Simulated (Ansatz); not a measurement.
Pair distribution function (Mo-Te) of MoTe2 (2H layers), cell Te48Mo24, with the crystal as the starting point [in the run: it stayed crystalline; mean temperature 287 K (target 300 K); density 7.83 g/cm³; Γ point only, which a denser mesh shifts by -0.3 GPa in pressure and 0.07 eV/Å in forces], from MD at 287 K. Method: PBE + D3(BJ), large-core Te (plane waves, PAW; Ansatz, a program for electronic structure). Volume per atom 24.82 Å³, mean pressure 0.0 GPa. 

```
r (Å)  g(r)
-----  ----
1.74   0.00
1.78   0.00
1.82   0.00
1.86   0.00
1.90   0.00
1.94   0.00
1.98   0.00
2.02   0.00
2.06   0.00
2.10   0.00
2.14   0.00
2.18   0.00
2.22   0.00
2.26   0.00
2.30   0.00
2.34   0.00
2.38   0.00
2.42   0.00
2.46   0.00
2.50   0.00
2.54   0.04
2.58   0.72
2.62   3.46
2.66   10.0
2.70   15.9
2.74   15.2
2.78   9.28
2.82   3.92
2.86   1.20
2.90   0.23
2.94   0.04
2.98   0.01
3.02   0.00
3.06   0.00
3.10   0.00
3.14   0.00
3.18   0.00
3.22   0.00
3.26   0.00
3.30   0.00
3.34   0.00
3.38   0.00
3.42   0.00
3.46   0.00
3.50   0.00
3.54   0.00
3.58   0.00
3.62   0.00
3.66   0.00
3.70   0.00
3.74   0.00
3.78   0.00
3.82   0.00
3.86   0.00
3.90   0.00
3.94   0.00
3.98   0.00
4.02   0.00
4.06   0.00
4.10   0.01
4.14   0.02
4.18   0.10
4.22   0.21
4.26   0.54
4.30   1.15
4.34   2.08
4.38   3.19
4.42   3.79
4.46   4.02
4.50   3.33
4.54   2.14
4.58   1.17
4.62   0.54
4.66   0.19
4.70   0.05
4.74   0.01
4.78   0.00
4.82   0.00
4.86   0.00
4.90   0.01
4.94   0.07
4.98   0.16
5.02   0.34
5.06   0.56
5.10   0.73
5.14   0.93
5.18   0.89
5.22   0.73
```

State where the first shell ends and the number of neighbours in it.

g is nil from 3.0 to 4.1 Å, so any cut there serves; 6.0 Te round each Mo and 3.0 Mo round each Te in the shell, from n = 4πρ∫r²g(r)dr.
